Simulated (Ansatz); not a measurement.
Cubic perovskite CsSrF3 was calculated with BLYP in Ansatz (PAW).

Settings: plane-wave cutoff 520 eV, 8×8×8 k mesh, Fermi–Dirac smearing 0.01 eV, scalar-relativistic PAW data made under PBE.

Energies at three volumes about the minimum:

```csv
V (Å³/atom),E − E_lowest (meV/atom)
22.708,1.11
23.172,0.00
23.635,1.01
```

### Question
Fit a parabola by hand: where is the minimum, what lattice constant follows, and what is the bulk modulus?

### Answer
Slopes: (0.00 − 1.11)/(23.172 − 22.708) = -2.392 and (1.01 − 0.00)/(23.635 − 23.172) = 2.181 meV/Å³. Curvature E″ = 2 × (2.181 − (-2.392))/(23.635 − 22.708) = 9.866 meV/Å⁶. From the middle of the first interval, the slope vanishes at V0 = 22.9400 − (-2.392)/9.866 = 23.182 Å³/atom. B = V0 E″ = 23.182 × 9.866 meV/Å³ × 0.1602 GPa per meV/Å³ = 36.6 GPa. With 5 atoms in the cube, a = (5 × 23.182)^(1/3) = 4.876 Å. The full Birch–Murnaghan fit to all volumes gives V0 = 23.174 Å³/atom and B0 = 36.5 GPa.

Note: the relaxation could not lower the start's symmetry, so the cell can be a saddle point above a distorted one.

Ansatz is a first-principles code.
